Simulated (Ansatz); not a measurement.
The starting structures come from a database of crystals and need not be the phases stable at ambient conditions.

 Where the default PAW files enter, the runs use the earlier of Ansatz's two default sets.

By PBEsol, the system below comes out a metal.

A figure of merit of an interconnect metal is its ballistic conductance per area.

Here is the system:

```yaml
crystal:
  lattice:
    - [5.75601, 0.00000, 0.00000]
    - [0.00000, 6.11156, 0.00000]
    - [0.00000, 0.00000, 3.73003]
  atoms:
    - { symbol: Ge, position: [0.18607, 0.58801, 0.75000] }
    - { symbol: Ge, position: [0.81393, 0.41199, 0.25000] }
    - { symbol: Ge, position: [0.31393, 0.08801, 0.25000] }
    - { symbol: Ge, position: [0.68607, 0.91199, 0.75000] }
    - { symbol: Pt, position: [0.99815, 0.19271, 0.75000] }
    - { symbol: Pt, position: [0.00185, 0.80729, 0.25000] }
    - { symbol: Pt, position: [0.50185, 0.69271, 0.25000] }
    - { symbol: Pt, position: [0.49815, 0.30729, 0.75000] }
```

Space group of this cell: Pnma. The cell is taken as given; by PBEsol its mean pressure is -2.0 GPa.

The current flows along the normal of the first two printed cell vectors. No spin-orbit coupling; the value is a mean over 0.1 eV about the Fermi level.

Task: Predict the ballistic conductance per area from PBEsol in Ansatz (an electronic-structure program).

Result: 0.42 × 10¹⁵ S/m² for both spins.
